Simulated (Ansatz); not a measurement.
The starting structures come from a database of crystals and need not be the phases stable at ambient conditions.

```
CELL_PARAMETERS angstrom
      5.41370     0.00000     0.00000
      0.00000     9.06644     0.00000
      1.75691     4.53322     4.65386
ATOMIC_POSITIONS crystal
  Li 0.75000 0.75243 0.00000
  Li 0.25000 0.24757 0.00000
  Sc 0.75000 0.10780 0.00000
  Sc 0.25000 0.89220 0.00000
  Si 0.77846 0.21152 0.40380
  Si 0.22154 0.78848 0.59620
  Si 0.72154 0.61532 0.59620
  Si 0.27846 0.38468 0.40380
  O  0.93998 0.64314 0.70588
  O  0.06002 0.35686 0.29412
  O  0.56002 0.34902 0.29412
  O  0.43998 0.65098 0.70588
  O  0.15806 0.20532 0.75910
  O  0.84194 0.79468 0.24090
  O  0.34194 0.96442 0.24090
  O  0.65806 0.03558 0.75910
  O  0.15515 0.87534 0.74472
  O  0.84485 0.12466 0.25528
  O  0.34485 0.62006 0.25528
  O  0.65515 0.37994 0.74472
```

Space group of this cell: C2/c. The cell is taken as given; by PBEsol its mean pressure is -3.9 GPa.

Transport runs along the normal of the first two printed cell vectors.

The gap is the functional's own. No spin-orbit coupling. Mid-gap values are interpolated on the energy grid.

Problem. State the band gap and the smallest decay constant κ at mid-gap according to PBEsol (Ansatz, a first-principles code).

Solution. Gap 4.92 eV on a 6×8×8 mesh; κ = 0.441 1/Å, at the zone centre.
